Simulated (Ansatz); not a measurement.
Base system: Nb in the bcc (W type) structure (space group Im-3m, No. 229; a = 3.2729 Å; relaxed with 0.1 eV smearing).

The values are results of plane-wave PAW DFT at the PBEsol level (Ansatz, a quantum-chemistry and plane-wave program, 420 eV), spin-orbit coupling left out, not measurements.

Base values:

```
Item        Value
--------  -------
Pressure  0.0 GPa
```

It is then changed as follows: an isotropic linear strain of +3.00 %, atoms relaxed at fixed cell.

**Question.** What does the calculation give for the energy relative to the base and pressure after the change?

**Answer.** The energy increases by 74 meV/atom; the pressure goes from zero to -13.6 GPa.

Stability against distortions was not tested. All final runs are without spin polarisation.
